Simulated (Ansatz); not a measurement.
The starting structures come from a database of crystals and need not be the phases stable at ambient conditions.

By PBEsol, the system below comes out a metal.

```yaml
crystal:
  lattice:
    - [4.56737, 0.00000, 0.00000]
    - [-2.28369, 3.95546, 0.00000]
    - [0.00000, 0.00000, 2.82624]
  atoms:
    - { symbol: Ti, position: [0.00000, 0.00000, 0.00000] }
    - { symbol: Ti, position: [0.33333, 0.66667, 0.50000] }
    - { symbol: Ti, position: [0.66667, 0.33333, 0.50000] }
```

Space group of this cell: P6/mmm. The cell is taken as given; by PBEsol its mean pressure is -3.7 GPa.

The current runs along the normal of the first two printed vectors, the (001) plane. All runs by Ansatz (an electronic-structure program), plane waves and PAW, without spin-orbit coupling; the base is PBEsol.

```tsv
run	mean pressure (GPa)	G/A, both spins (10¹⁵ S/m²)
base	-3.7	0.47
all lengths scaled by 0.98	3.5	0.51
all lengths scaled by 1.02	-9.4	?
lengths across the current scaled by 0.98, ions clamped	0.8	?
lengths along the current scaled by 1.03, ions clamped	-6.8	?
```

Problem. What belongs in the gaps?

Solution. 
- all lengths scaled by 1.02, G/A, both spins (10¹⁵ S/m²): 0.40
- lengths across the current scaled by 0.98, ions clamped, G/A, both spins (10¹⁵ S/m²): 0.57
- lengths along the current scaled by 1.03, ions clamped, G/A, both spins (10¹⁵ S/m²): 0.50
